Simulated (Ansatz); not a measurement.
Seebeck coefficient (μV/K, mean over directions) of p-type NaCNO (R3m) against carrier density, PBEsol, rigid bands run with Ansatz (a first-principles code). Computed gap 4.40 eV; densities at which minority carriers matter at this gap, or further valleys turn the trend, are left out. Conductivity mass 4.0 mₑ (harmonic mean over directions), N_v = 4.3e20 cm⁻³ at 300 K.

```csv
hole density,300 K,500 K
1e16 cm⁻³,1133,1205
1e17 cm⁻³,934,(withheld)
1e18 cm⁻³,736,808
3e18 cm⁻³,641,713
1e19 cm⁻³,538,609
3e19 cm⁻³,443,515
1e20 cm⁻³,341,412
3e20 cm⁻³,(withheld),319
1e21 cm⁻³,(withheld),222
```

Question: Fill in the missing entries.

Answer: 
- 1e17 cm⁻³, 500 K: 1006
- 3e20 cm⁻³, 300 K: 251
- 1e21 cm⁻³, 300 K: 160

Rigid bands with a gap fixed in temperature, one relaxation time for all states, no polarons or phonon drag, and whether or not such doping can be reached. Spin-orbit coupling is left out.

Formula and space group known from diffraction (Crystallography Open Database), not checked to be the room-temperature form: NaCNO (R3m).
